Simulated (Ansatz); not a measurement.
# CsCl-type CoGa: polycrystal shear modulus by level of theory

No measured value is used here.

```
level (code)     value (GPa)  cell (Å³/atom)
---------------  -----------  --------------
LDA (Ansatz)            76.5           11.09
PBE (Ansatz)            65.3           11.96
PBEsol (Ansatz)         74.8           11.45
r²SCAN (Ansatz)          [?]           11.50
HSE06 (Ansatz)           103           11.45
```

Q: Some entries are withheld; supply them.

A: 
- r²SCAN (Ansatz, a program for electronic structure), value (GPa): 90.1

The crystal itself was run without spin with LDA, PBE, PBEsol, r²SCAN, HSE06. HSE06: hybrids on metals are sensitive to the k mesh. Each level is taken at its own relaxed cell. Cutoffs and k meshes differ between the levels. Ansatz's density-functional and Hartree–Fock values are scalar-relativistic unless marked +SOC, with PAW data made under PBE.
